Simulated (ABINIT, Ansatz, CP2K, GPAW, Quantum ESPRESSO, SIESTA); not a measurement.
## Pt (Fm-3m, 1 atom in the cell) computed with different codes at matched settings

Self-consistent single point, at a second geometry (lattice scaled by 0.98). First geometry:

```
CELL_PARAMETERS angstrom
      0.00000     1.96000     1.96000
      1.96000     0.00000     1.96000
      1.96000     1.96000     0.00000
ATOMIC_POSITIONS crystal
  Pt 0.00000 0.00000 0.00000
```

Shared settings, as Ansatz (a first-principles code) writes them: kpoints.mp_grid.grid = 12 12 12; scf.occupations.method = gaussian; scf.occupations.width = 0.01 Ry. Potentials and cutoffs stand in the table.

```json
[
 {"code": "Quantum ESPRESSO", "model": "PBE, SSSP 1.1.2 efficiency (PBE) pseudopotentials", "ΔF from the first geometry (meV/atom)": "111.2", "pressure (GPa)": "30.34", "cutoff": "40 Ry"},
 {"code": "Ansatz", "model": "PBE, default PAW files", "ΔF from the first geometry (meV/atom)": "114.9", "pressure (GPa)": "32.09", "cutoff": "default"},
 {"code": "GPAW", "model": "PBE, GPAW PAW datasets PBE (gpaw-data 1.0.1)", "ΔF from the first geometry (meV/atom)": "111.6", "pressure (GPa)": "31.38", "cutoff": "600 eV"},
 {"code": "CP2K", "model": "PBE, GPW, DZVP-MOLOPT-SR-GTH basis, GTH-PBE potentials (GTH_POTENTIALS)", "ΔF from the first geometry (meV/atom)": "119.7", "pressure (GPa)": "33.43", "cutoff": "grid 500 Ry"},
 {"code": "SIESTA", "model": "GGA PBE, numerical atomic orbitals DZP, PseudoDojo PBE standard norm-conserving potentials (rewritten from UPF to PSML)", "ΔF from the first geometry (meV/atom)": "102.2", "pressure (GPa)": "29.64", "cutoff": "grid 400 Ry"},
 {"code": "ABINIT", "model": "PBE, PAW (JTH v2.0 PBE PAW)", "ΔF from the first geometry (meV/atom)": "120.4", "pressure (GPa)": "33.29", "cutoff": "21 Ha"}
]
```

For Quantum ESPRESSO (by 1.0 GPa) the energy change implies a higher mean pressure, against the two pressures, than for the other programs: a sign of finite-basis (Pulay) stress.

On Ansatz's run: spin-orbit coupling is off. Spin polarisation is off.

The spread over the programs that give each value: ΔF from the first geometry within 18.2 meV/atom; pressure within 3.79 GPa.

CP2K and SIESTA use small atom-centred bases, whose incompleteness enters pressures, forces and empty levels differently from a plane-wave cutoff. Ansatz's pressure is given at a fixed set of plane waves, as the other plane-wave codes print theirs; with its correction for the finite basis it is 32.18 GPa. In the pressure, Quantum ESPRESSO (by 1.39), CP2K (by 1.69), SIESTA (by 2.10) and ABINIT (by 1.56) lie more than 1 GPa from the median of the plane-wave programs.

The starting cell has typed, rounded lattice constants, without a prior relaxation at this level. For this run, on top of that: lattice scaled by 0.98.

Left out of this page: Elk and FLEUR (not drawn, or without a comparable value).

Keys are those of Ansatz 0.2.
